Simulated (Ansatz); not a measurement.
Hypothetical zinc blende LuP: pressure series

The reference is LuP in the zinc blende structure (space group F-43m, No. 216; a = 6.1606 Å; a hypothetical phase, not in the database extracts checked).

Cell and atoms are relaxed at each pressure.

Level of theory: Kohn–Sham DFT with the PBE functional, run in Ansatz (an electronic-structure program) with PAW and 420 eV plane waves, no spin-orbit coupling.

Base values:

* **Band gap**: 1.69 eV

Question: The aim is a band gap between 1.24 eV and 1.36 eV. Which of these changes reaches it?
(A) pressure 18 GPa
(B) pressure −1 GPa
(C) pressure 1.8 GPa
(D) pressure −2 GPa

Answer: A, pressure 18 GPa. It gives 1.29 eV; pressure −2 GPa gives 1.74 eV; pressure −1 GPa gives 1.72 eV; pressure 1.8 GPa gives 1.65 eV. Changes not listed may reach it too

Load acts through the strain it causes; cell and atoms are relaxed under it. No phonon test of stability was made. No other phases were tried under pressure.
